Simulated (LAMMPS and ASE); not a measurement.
Interatomic potentials scored against PBE on 5 thermal frames of Si60As4 melt, 64 atoms, from DFT MD at 1500 K and 0 GPa (started from the melt; by its diffusion the run was liquid).

Reference: DFT, PBE, plane waves, Ansatz's default PAW set, run with Ansatz at one k-point, whose own sampling error enters the misses (most for metals); rms force 0.78 eV/Å, static pressure -1.6 GPa, which carries the basis error of a finite cutoff. Potentials ran in LAMMPS and ASE. The MPtrj networks were trained on PBE and PBE+U, and their training set holds relaxations of crystals, many of these compositions among them. Potentials trained on another functional, or fitted to measurement, also carry the gap between that and the reference.

- SevenNet-0: SevenNet-0, trained on MPtrj
- SevenNet-l3i5: SevenNet-l3i5, trained on MPtrj
- CHGNet r2SCAN: CHGNet transfer-learned on r2SCAN data
- CHGNet 0.3.0: CHGNet 0.3.0, trained on MPtrj (PBE and PBE+U)

| potential | force RMSE (eV/Å) | RMSE over rms force | force correlation | relative energy RMSE (meV/atom) | static pressure miss (GPa) |
|---|---|---|---|---|---|
| SevenNet-l3i5 | 0.22 | 0.28 | 0.96 | 4.7 | -0.9 |
| SevenNet-0 | 0.23 | 0.29 | 0.96 | 5.5 | -0.8 |
| CHGNet 0.3.0 | 0.24 | 0.30 | 0.95 | 5.2 | -0.5 |
| CHGNet r2SCAN | 0.35 | 0.45 | 0.90 | 4.9 | -2.7 |
